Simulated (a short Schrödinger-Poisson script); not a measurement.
From a short Schrödinger-Poisson script (our own, NumPy): one-band effective-mass equation with BenDaniel-Duke matching, electrons, heavy and light holes apart, hard walls at the outer ends, one valence edge for both holes (no strain splitting), no charge, excitons, band mixing or non-parabolicity; under a field the levels are quasi-bound states of a box, listed while three quarters of their weight lies within 4 nm of the wells.

Stack: single In0.1Ga0.9As/GaAs quantum well.

From the first side: 20 nm GaAs; 12 nm In0.1Ga0.9As; 20 nm GaAs.

The device is made up for the run: typed textbook-type constants, with dimensions and the other settings drawn at random. In0.1Ga0.9As: direct gap (eV) 1.324, conduction-band edge (eV) 0, electron mass (mₑ) 0.063, heavy-hole mass 0.37, light-hole mass 0.08. GaAs: direct gap (eV) 1.424, conduction-band edge (eV) 0.065, electron mass (mₑ) 0.067, heavy-hole mass 0.377, light-hole mass 0.09.

The valence-band edge of each layer lies one gap below its conduction-band edge. The electron's potential energy rises along the stack by the applied field. Mesh 0.03 nm at interfaces.

Task: Give the e1-hh1 transition at zero applied field (eV); the shift of e1-hh1 at 8.6 kV/cm (meV); the e2 − e1 (meV).

Result: e1-hh1 transition at zero applied field (eV): 1.346; shift of e1-hh1 at 8.6 kV/cm (meV): -0.8; e2 − e1 (meV): 41.8. Excitons are left out, and strain enters only through the typed gaps and offsets, so measured lines lie elsewhere.
